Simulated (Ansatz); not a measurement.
# How far to go with the plane-wave cutoff: WS2 (R3m, 3 atoms in the cell)

```yaml
crystal:
  lattice:
    - [1.58766, 0.91663, 6.47033]
    - [-1.58766, 0.91663, 6.47033]
    - [0.00000, -1.83327, 6.47033]
  atoms:
    - { symbol: W, position: [0.00325, 0.00325, 0.00325] }
    - { symbol: S, position: [0.41411, 0.41411, 0.41411] }
    - { symbol: S, position: [0.25392, 0.25392, 0.25392] }
```

Method: LDA (PW92), default PAW files made with PBE (plane waves; Ansatz, a program for electronic structure).

Base settings: basis.ecutwfc = 30.9 Ry; kpoints.mp_grid.grid = 9 9 9; hamiltonian.xc = lda; hamiltonian.pseudopotentials = {kind: paw} (the program's default PAW files); scf.occupations.method = fixed.

The second cell is the first with its lattice scaled by 0.98.

The mesh stays at the base's, so the ladder's end is converged at best in this setting alone.

The first pressure column holds Ansatz's estimate of the finite-basis (Pulay) stress, which hides part of the cutoff error; the other is without it.

Only quantities that move along the ladder and can be compared are tabulated.

The count of work is k-points × plane waves × bands × iterations; it is no time. 

The starting cell comes from a database of computed structures (which also holds hypothetical and non-ambient phases and stackings), without a prior relaxation at this level. Its lattice was rescaled by up to half a per cent. One atom was moved a little off its site on purpose. In the base run, with a pressure of about -4 GPa the cell is away from its equilibrium volume at this level. In the base run, forces exceed 1 eV/Å.

| basis.ecutwfc | free energy less the last step's (meV/atom) | energy of the compressed cell less the first (meV/atom) | pressure (GPa) | pressure without the Pulay estimate (GPa) | largest difference of a force vector from the last step's (eV/Å) | count of work / last |
|---|---|---|---|---|---|---|
| 10.7 Ry | 8362.68 | 0.87 | -1.74 | -207.28 | 0.751 | 0.058 |
| 12.5 Ry | 3940.31 | 21.65 | -4.18 | -123.92 | 0.521 | 0.079 |
| 14 Ry | 2069.44 | -13.43 | -5.78 | -78.31 | 0.343 | 0.098 |
| 15.4 Ry | 1096.85 | -1.96 | -5.11 | -49.48 | 0.133 | 0.11 |
| 16.9 Ry | 536.06 | 2.42 | -4.29 | -29.64 | 0.077 | 0.10 |
| 18.4 Ry | 248.09 | 7.03 | -3.82 | -17.64 | 0.078 | 0.12 |
| 21.7 Ry | 36.43 | 6.62 | -3.95 | -6.72 | 0.026 | 0.16 |
| 24.6 Ry | 6.39 | 5.27 | -4.12 | -4.61 | 0.005 | 0.19 |
| 27.9 Ry | 1.62 | 5.12 | -4.14 | -4.21 | 0.002 | 0.23 |
| 30.9 Ry | 0.89 | 5.08 | -4.14 | -4.17 | 0.001 | 0.27 |
| 33.8 Ry | 0.61 | 5.06 | -4.14 | -4.16 | 0.000 | 0.31 |
| 37.1 Ry | 0.41 | 5.05 | -4.15 | -4.16 | 0.000 | 0.35 |
| 41.5 Ry | 0.23 | 5.05 | -4.15 | -4.15 | 0.000 | 0.41 |
| 46.3 Ry | 0.12 | 5.04 | -4.15 | -4.15 | 0.000 | 0.50 |
| 54 Ry | 0.08 | 5.04 | -4.15 | -4.15 | 0.000 | 0.61 |
| 61.7 Ry | 0.04 | 5.04 | -4.15 | -4.15 | 0.000 | 0.76 |
| 74.2 Ry | 0.00 | 5.04 | -4.15 | -4.15 | 0.000 | 1.0 |

Coarsest basis.ecutwfc that holds the pressure within 0.05 GPa of the last step, with all finer ones: 24.6 Ry, at 0.19 of the last step's count of work; the step before is off by 0.20 GPa.

Coarsest basis.ecutwfc that holds the free energy within 1 meV/atom of the last step, with all finer ones: 30.9 Ry, at 0.27 of the last step's count of work; the step before is off by 1.6 meV/atom.

Coarsest basis.ecutwfc that holds the pressure without the Pulay estimate within 1 GPa of the last step, with all finer ones: 24.6 Ry, at 0.19 of the last step's count of work; the step before is off by 2.6 GPa.

The energy difference between the two cells stays within 1 meV/atom of the last step's from 24.6 Ry on, the total only from 30.9 Ry on: much of the error is common to both cells and cancels.

At the lowest cutoff the pressure without the Pulay estimate lies 203 GPa under the last step's, the usual sign of Pulay stress in an incomplete plane-wave basis.

Keys are those of Ansatz 0.2.
